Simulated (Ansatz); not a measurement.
Data:

```yaml
crystal:
  lattice:
    - [0.04101, 2.39818, 2.39818]
    - [2.39818, 0.04101, 2.39818]
    - [2.43919, 2.43919, 0.00000]
  atoms:
    - { symbol: Be, position: [0.00204, 0.00204, 0.99796] }
    - { symbol: S, position: [0.24796, 0.24796, 0.25204] }
```

No spin polarisation.

Computed with LDA (Ansatz, a program for electronic structure), spin-orbit coupling left out. Γ-centred 12×12×12 mesh, Fermi–Dirac width 0.05 eV.

Q: Predict the stress (xx, yy, zz, yz, xz, xy; compression positive).

A: (0.10, 0.10, -0.02, 0.00, 0.00, -2.98) GPa.

Q: Predict the gap character.

A: Indirect, Γ → X.

Q: What valence-band top at Γ (three highest levels, from the VBM) does the calculation give?

A: 0.00, -0.16, -0.28 eV.

The cells carry an imposed strain or load. Whether these cells are dynamically stable was not tested. The cell was made from BeS in the zinc blende structure (space group F-43m, No. 216) by this change: tensor shear ε_xy = +1.71 %.
